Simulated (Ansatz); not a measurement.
Functionals compared on H2O on the (000-1) surface of 4H silicon carbide (H on every top atom; a constructed slab, bottom: 1 H on 1 bottom sites), one in a cell of 33 Å², started at the site 'top H', in Ansatz (plane waves, PAW). The structure was relaxed with PBE; the other rows are single points on it, each with its references at the same level. Cutoff 420 eV (500 eV for r2SCAN). HSE06 used the coarser mesh 3x3x1.

Host crystal: 4H silicon carbide, with a band gap (PBE, scalar-relativistic without spin-orbit coupling).

Model: 43-atom slab, 10.8 Å thick at the start with caps and adatoms under the adsorbate (thin: gaps and levels are the slab's own), 4x4x1 mesh, Fermi-Dirac 0.01 eV, dipole correction, 20 atoms held, the rest relaxed; no symmetry held; no spin, no spin-orbit, no U, no dispersion correction. At the end no host atom lies within bonding distance. In PBE it is, or lies within 0.03 eV of, the lowest of the starts that converged. These notes are the PBE run's. Adsorption energies are against H2O(g). A negative adsorption energy means that the adsorbate is more stable on the surface than in its reference.

```
functional  adsorption energy (eV)  rough cost of the single point
----------  ----------------------  ------------------------------
PBE                          -0.05                               –
RPBE                         -0.03        roughly 2.6 core-minutes
r2SCAN                         ___   around 5 core-minutes (rough)
HSE06                        -0.04    very roughly 30 core-minutes
```

**Question.** Complete the blanks.

**Answer.** 
- r2SCAN, adsorption energy (eV): -0.06

Ansatz is a quantum-chemistry and plane-wave program.
